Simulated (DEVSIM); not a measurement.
Device: abrupt Ge p-n junction, at 500 K.

```tsv
layer (left to right)	material	thickness (μm)	Nd (cm⁻³)	Na (cm⁻³)	τn (s)	τp (s)
1	Ge	4.70	-	1.4e18	1.6e-6	1.6e-6
2	Ge	12.0	1.1e16	-	1.6e-6	1.6e-6
```

Left contact: ohmic. Right contact: ohmic. Voltage is applied to the left contact. Recombination: SRH at mid-gap. Mobility is μmin + (μ − μmin)/(1 + (N/Nref)^α).

Constants are typed, rounded textbook-type inputs, not results; the design itself was drawn at random and stands for no fabricated device. Values at 300 K; Nc and Nv go as T^1.5, mobilities as T to minus their exponent, the gap by Varshni's rule with the affinity fixed.

| parameter | Ge |
|---|---|
| gap (eV) | 0.664 |
| affinity (eV) | 4 |
| permittivity | 16 |
| Nc (cm⁻³) | 1.04e19 |
| Nv (cm⁻³) | 6e18 |
| μn (cm²/Vs) | 3900 |
| μp (cm²/Vs) | 1900 |
| μn,min | 150 |
| μp,min | 100 |
| Nref,n | 2.6e17 |
| Nref,p | 4e17 |
| αn | 0.56 |
| αp | 0.6 |
| T exponent of μn | 1.66 |
| T exponent of μp | 2.33 |
| Varshni α (eV/K) | 0.000477 |
| Varshni β (K) | 235 |

Model (solved in DEVSIM): 1D drift-diffusion, Boltzmann statistics, complete ionisation; no tunnelling, impact ionisation, image-force lowering or self-heating.

Problem. Tabulate band edges, carrier densities and field at zero bias.

Solution. Energies count from the Fermi level of the right contact; mesh points crowd at the junctions.

```json
[
 {"x (μm)": "0.000", "Ec (eV)": "0.486", "Ev (eV)": "-0.096", "n (cm⁻³)": "2.8e14", "p (cm⁻³)": "1.4e18", "field (V/cm)": "≈ 0"},
 {"x (μm)": "0.03474", "Ec (eV)": "0.486", "Ev (eV)": "-0.096", "n (cm⁻³)": "2.8e14", "p (cm⁻³)": "1.4e18", "field (V/cm)": "≈ 0"},
 {"x (μm)": "0.1135", "Ec (eV)": "0.486", "Ev (eV)": "-0.096", "n (cm⁻³)": "2.8e14", "p (cm⁻³)": "1.4e18", "field (V/cm)": "≈ 0"},
 {"x (μm)": "0.3109", "Ec (eV)": "0.486", "Ev (eV)": "-0.096", "n (cm⁻³)": "2.8e14", "p (cm⁻³)": "1.4e18", "field (V/cm)": "≈ 0"},
 {"x (μm)": "1.057", "Ec (eV)": "0.486", "Ev (eV)": "-0.096", "n (cm⁻³)": "2.8e14", "p (cm⁻³)": "1.4e18", "field (V/cm)": "≈ 0"},
 {"x (μm)": "2.534", "Ec (eV)": "0.486", "Ev (eV)": "-0.096", "n (cm⁻³)": "2.8e14", "p (cm⁻³)": "1.4e18", "field (V/cm)": "≈ 0"},
 {"x (μm)": "3.824", "Ec (eV)": "0.486", "Ev (eV)": "-0.096", "n (cm⁻³)": "2.8e14", "p (cm⁻³)": "1.4e18", "field (V/cm)": "≈ 0"},
 {"x (μm)": "4.445", "Ec (eV)": "0.486", "Ev (eV)": "-0.096", "n (cm⁻³)": "2.8e14", "p (cm⁻³)": "1.4e18", "field (V/cm)": "≈ 0"},
 {"x (μm)": "4.605", "Ec (eV)": "0.486", "Ev (eV)": "-0.096", "n (cm⁻³)": "2.8e14", "p (cm⁻³)": "1.4e18", "field (V/cm)": "≈ 0"},
 {"x (μm)": "4.675", "Ec (eV)": "0.486", "Ev (eV)": "-0.096", "n (cm⁻³)": "2.8e14", "p (cm⁻³)": "1.4e18", "field (V/cm)": "-880"},
 {"x (μm)": "4.704", "Ec (eV)": "0.416", "Ev (eV)": "-0.166", "n (cm⁻³)": "1.4e15", "p (cm⁻³)": "2.8e17", "field (V/cm)": "-51000"},
 {"x (μm)": "4.768", "Ec (eV)": "0.306", "Ev (eV)": "-0.276", "n (cm⁻³)": "1.9e16", "p (cm⁻³)": "2.1e16", "field (V/cm)": "-4800"},
 {"x (μm)": "4.901", "Ec (eV)": "0.291", "Ev (eV)": "-0.291", "n (cm⁻³)": "2.6e16", "p (cm⁻³)": "1.5e16", "field (V/cm)": "-62"},
 {"x (μm)": "5.205", "Ec (eV)": "0.291", "Ev (eV)": "-0.291", "n (cm⁻³)": "2.6e16", "p (cm⁻³)": "1.5e16", "field (V/cm)": "≈ 0"},
 {"x (μm)": "6.397", "Ec (eV)": "0.291", "Ev (eV)": "-0.291", "n (cm⁻³)": "2.6e16", "p (cm⁻³)": "1.5e16", "field (V/cm)": "≈ 0"},
 {"x (μm)": "8.887", "Ec (eV)": "0.291", "Ev (eV)": "-0.291", "n (cm⁻³)": "2.6e16", "p (cm⁻³)": "1.5e16", "field (V/cm)": "≈ 0"},
 {"x (μm)": "13.17", "Ec (eV)": "0.291", "Ev (eV)": "-0.291", "n (cm⁻³)": "2.6e16", "p (cm⁻³)": "1.5e16", "field (V/cm)": "≈ 0"},
 {"x (μm)": "15.27", "Ec (eV)": "0.291", "Ev (eV)": "-0.291", "n (cm⁻³)": "2.6e16", "p (cm⁻³)": "1.5e16", "field (V/cm)": "≈ 0"},
 {"x (μm)": "16.28", "Ec (eV)": "0.291", "Ev (eV)": "-0.291", "n (cm⁻³)": "2.6e16", "p (cm⁻³)": "1.5e16", "field (V/cm)": "≈ 0"},
 {"x (μm)": "16.53", "Ec (eV)": "0.291", "Ev (eV)": "-0.291", "n (cm⁻³)": "2.6e16", "p (cm⁻³)": "1.5e16", "field (V/cm)": "≈ 0"},
 {"x (μm)": "16.65", "Ec (eV)": "0.291", "Ev (eV)": "-0.291", "n (cm⁻³)": "2.6e16", "p (cm⁻³)": "1.5e16", "field (V/cm)": "≈ 0"},
 {"x (μm)": "16.70", "Ec (eV)": "0.291", "Ev (eV)": "-0.291", "n (cm⁻³)": "2.6e16", "p (cm⁻³)": "1.5e16", "field (V/cm)": "≈ 0"}
]
```
